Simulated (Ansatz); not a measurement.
Consider the energy of the reaction as written. Reaction: 1/2 cell B + La (P6₃/mmc) → cell A. Negative: the products are lower in energy.

Cell A: a stack of composition La2Ru7 built on Ru (hcp, P6₃/mmc) (0001), with 7 atoms on that crystal's sites, 9 atoms, hexagonal cell of 2.72 Å (6.4 Å²), symmetry P-6m2, 18.3 Å thick under 17 Å of vacuum, in-plane vectors held at the crystal's, which may strain the added film; planes from bottom to top: La | Ru × 7 | La; spin state with PBE: run without spin, k-point mesh 20×20×1.
```
La2Ru7
1.0
    2.72194     0.00000     0.00000
    1.36097     2.35727     0.00000
    0.00000     0.00000    35.06727
Ru La
7 2
Direct
  0.00000   0.00000   0.31801
  0.66667   0.66667   0.37764
  0.00000   0.00000   0.43848
  0.66667   0.66667   0.50000
  0.00000   0.00000   0.56152
  0.66667   0.66667   0.62236
  0.00000   0.00000   0.68199
  0.66667   0.66667   0.76050
  0.66667   0.66667   0.23950
```

Cell B: a slab of composition La2Ru14 built on Ru (hcp, P6₃/mmc) (0001), with 14 atoms on that crystal's sites, 16 atoms, oblique cell of 5.44 × 2.72 Å (12.8 Å²), symmetry Pmm2, 17.7 Å thick under 17 Å of vacuum, in-plane vectors held at the crystal's; planes from bottom to top: La | Ru2 × 7 | La; foreign atoms: two times La bound to 2 Ru at 2.89 Å; spin state with PBE: run without spin, k-point mesh 10×20×1.
```yaml
crystal:
  lattice:
    - [5.44387, 0.00000, 0.00000]
    - [1.36097, 2.35727, 0.00000]
    - [0.00000, 0.00000, 35.06727]
  atoms:
    - { symbol: Ru, position: [0.98522, 0.01478, 0.31604] }
    - { symbol: Ru, position: [0.83104, 0.66896, 0.37764] }
    - { symbol: Ru, position: [0.99449, 0.00551, 0.43846] }
    - { symbol: Ru, position: [0.82893, 0.67107, 0.50000] }
    - { symbol: Ru, position: [0.99449, 0.00551, 0.56154] }
    - { symbol: Ru, position: [0.83104, 0.66896, 0.62236] }
    - { symbol: Ru, position: [0.98522, 0.01478, 0.68396] }
    - { symbol: Ru, position: [0.49437, 0.00563, 0.31840] }
    - { symbol: Ru, position: [0.32293, 0.67707, 0.37783] }
    - { symbol: Ru, position: [0.49482, 0.00518, 0.43835] }
    - { symbol: Ru, position: [0.32723, 0.67277, 0.50000] }
    - { symbol: Ru, position: [0.49482, 0.00518, 0.56165] }
    - { symbol: Ru, position: [0.32293, 0.67707, 0.62217] }
    - { symbol: Ru, position: [0.49437, 0.00563, 0.68160] }
    - { symbol: La, position: [0.38239, 0.61761, 0.75279] }
    - { symbol: La, position: [0.38239, 0.61761, 0.24721] }
```

Reference: La (P6₃/mmc), 4 atoms in the cell, k-point mesh 18×18×6 on the run's own vectors. Conventional cell: a = b = 3.769 Å, c = 12.113 Å, α = β = 90.00°, γ = 120.00°.

Plane-wave PAW calculations with Ansatz (an electronic-structure program), its default PAW set, cutoff 420 eV, 500 eV for r2SCAN. The structures are at rest with PBE, within the held lattices; other levels are single points on them. Neutral cells; Fermi-Dirac smearing of at most 0.10 eV in the solids, energies taken to zero width. The lattices are those relaxed with PBE or held as stated, so at other levels the solids can be strained, which adds to the spread. A dispersion term (D3(BJ), or D4 for r2SCAN) was computed beside these levels and is taken off wherever the name lacks it. Nuclei at rest; no vibrational terms. The structures are the rest points that the relaxations reached, not proven lowest. The runs are scalar-relativistic, without spin-orbit coupling. Values are for these cell sizes. Cell A has symmetry P-6m2 and got no random move, so less symmetric positions, which may lie lower, weren't tried. Cell B has symmetry Pmm2 and got no random move, so less symmetric positions, which may lie lower, weren't tried.

### Question
What value does r2SCAN give?

### Answer
3.09 eV, for 1/2 cell B + La (P6₃/mmc) → cell A.

### Question
What do the other levels give, and how wide is the spread?

### Answer
| Level | value (eV) | less r2SCAN |
|---|---|---|
| PBE | 3.13 | 0.04 |

The levels span only 0.04 eV, too little to tell them apart.
